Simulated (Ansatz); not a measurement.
## Rb2Pt3S4 (Fmmm, No. 69, 9 atoms in the cell; start COD 1538252)

Method: LDA in Ansatz (plane waves, PAW).

Numerical settings: plane-wave cutoff 520 eV, 8×8×8 k mesh, Fermi–Dirac smearing 0.01 eV, scalar-relativistic PAW data made under PBE.

Cell (relaxed at this level):

```
CELL_PARAMETERS angstrom
      0.00000     5.39975     6.15941
      3.14765     0.00000     6.15941
      3.14765     5.39975     0.00000
ATOMIC_POSITIONS crystal
  Pt 0.50000 0.50000 0.00000
  Pt 0.00000 0.00000 0.50000
  Pt 0.00000 0.00000 0.00000
  Rb 0.65145 0.65145 0.34855
  Rb 0.34855 0.34855 0.65145
  S  0.04815 0.71328 0.28672
  S  0.95185 0.28672 0.71328
  S  0.71328 0.04815 0.95185
  S  0.28672 0.95185 0.04815
```

```yaml
band_gap: 1.24 eV (on the SCF k mesh)
direct gap at Γ: 2.01 eV
```

Note: the relaxation could not lower the start's symmetry, so the cell can be a saddle point above a distorted one.

Spin–orbit coupling is not included.

Static lattice: no zero-point or thermal effects.

Cost on a shared machine: roughly 13 core-minutes.

Ansatz is a first-principles code.
